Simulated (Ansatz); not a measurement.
Zinc-blende KCl (model structure), treated with PBE0 in Ansatz (plane waves, PAW).

Numerical settings: plane-wave cutoff 500 eV, 6×6×6 k mesh, gaussian smearing 0.02 eV, scalar-relativistic PAW data made under PBE.

Cell (relaxed with r²SCAN):

```
CELL_PARAMETERS angstrom
      0.00000     3.50716     3.50716
      3.50716     0.00000     3.50716
      3.50716     3.50716     0.00000
ATOMIC_POSITIONS crystal
  K  0.00000 0.00000 0.00000
  Cl 0.25000 0.25000 0.25000
```

### Question
Estimate the band gap that the calculation returns.

### Answer

band gap: 6.77 eV (on the SCF k mesh)

Note: the relaxation could raise the start's symmetry but not lower it, so the cell can be a saddle point.

Computed values are for the static lattice.

Computing time: roughly 2.3 core-minutes.

A model structure was made by putting elements into a prototype or built by hand; it is no filed structure, need not be a known phase, and can be a saddle point held by its symmetry.

Ansatz is a quantum-chemistry and plane-wave program.
